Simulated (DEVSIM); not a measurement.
Device: abrupt Si n-p junction, at 300 K.

Layer 1 from the left is Si, thickness (μm) 10.0, Nd (cm⁻³) 4.3e18, τn (s) 8.3e-5, τp (s) 8.3e-5. Layer 2 from the left is Si, thickness (μm) 60.0, Na (cm⁻³) 6.8e16, τn (s) 8.3e-5, τp (s) 8.3e-5.

Left contact: ohmic. Right contact: ohmic. Voltage is applied to the left contact. Recombination: SRH at mid-gap. Mobility is μmin + (μ − μmin)/(1 + (N/Nref)^α).

This is a model device: material constants are rounded textbook-type values typed into the input, and sizes, dopings and lifetimes were drawn at random. Values at 300 K.

Si: gap (eV) 1.124, affinity (eV) 4.05, permittivity 11.7, Nc (cm⁻³) 2.86e19, Nv (cm⁻³) 3.1e19, μn (cm²/Vs) 1417, μp (cm²/Vs) 470, μn,min 52, μp,min 45, Nref,n 9.7e16, Nref,p 2.2e17, αn 0.68, αp 0.72.

DEVSIM, 1D drift-diffusion, Boltzmann statistics, complete ionisation; no tunnelling, impact ionisation, image-force lowering or self-heating.

Dark forward current:

```csv
|V| (V),|J| (A/cm²)
0.10,1.096e-10
0.15,5.108e-10
0.20,2.773e-9
0.25,1.702e-8
0.30,1.117e-7
0.35,7.557e-7
0.40,5.181e-6
0.45,3.570e-5
0.50,0.0002466
0.55,0.001705
0.60,0.01179
0.65,0.08143
0.70,0.5595
0.75,3.714
0.80,21.33
0.85,92.08
0.90,296.7
0.95,741.9
1.00,1490
1.05,2534
```

Task: Work out the local ideality factor n = ΔV / (kT/q · ln(J2/J1)) between the rows 0.15 and 0.20 V, 0.55 and 0.60 V, 1.00 and 1.05 V.

Result: kT/q = 25.85 mV. From 0.15 to 0.20 V: ln(2.773e-9/5.108e-10) = 1.692, n = 1.14. From 0.55 to 0.60 V: ln(0.01179/0.001705) = 1.934, n = 1.00, near the 1 of diffusion or emission over a barrier. From 1.00 to 1.05 V: ln(2534/1490) = 0.531, n = 3.64.

Task: Estimate the current at 0.50 V from the Shockley equation with J0 = Σ q ni² D/(N L) coth(W/L), τ joining the SRH, radiative and Auger lifetimes that are on, and W taken as the whole layer.

Result: ni² = 1.16e20 cm⁻⁶; holes in the n layer: μ = 89.7 cm²/Vs, D = 2.32 cm²/s, τ = 8.30e-5 s, L = 139 μm, W/L = 0.072, term 1.00e-14 A/cm²; electrons in the p layer: μ = 817 cm²/Vs, D = 21.1 cm²/s, τ = 8.30e-5 s, L = 419 μm, W/L = 0.14, term 9.67e-13 A/cm². J0 = 9.77e-13 A/cm², and J = J0 exp(qV/kT) = 0.000246 A/cm². The simulation gives 0.000247 A/cm², the same within the digits that matter. The estimate leaves out recombination in the depletion region and that region's share of W.
